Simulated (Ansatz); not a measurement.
The starting structures come from a database of crystals and need not be the phases stable at ambient conditions.

By PBEsol, the system below comes out a metal.

Input:

```
RuZr
1.0
    3.26200     0.00000     0.00000
    0.00000     3.26200     0.00000
    0.00000     0.00000     3.35986
Zr Ru
1 1
Cartesian
  1.63100   1.63100   1.67993
  0.00000   0.00000   0.00000
```

Space group of this cell: P4/mmm. The cell is strained (lengths along the current scaled by 1.03, ions clamped); by PBEsol its mean pressure is -10.1 GPa.

The current flows along the normal of the first two printed cell vectors, the (001) (indices of the unstrained crystal) plane of the conventional cell. No spin-orbit coupling; the value is a mean over 0.1 eV about the Fermi level.

Problem. Compute, with PBEsol (Ansatz, a program for electronic structure), the ballistic conductance per area.

Solution. 0.43 × 10¹⁵ S/m² for both spins.
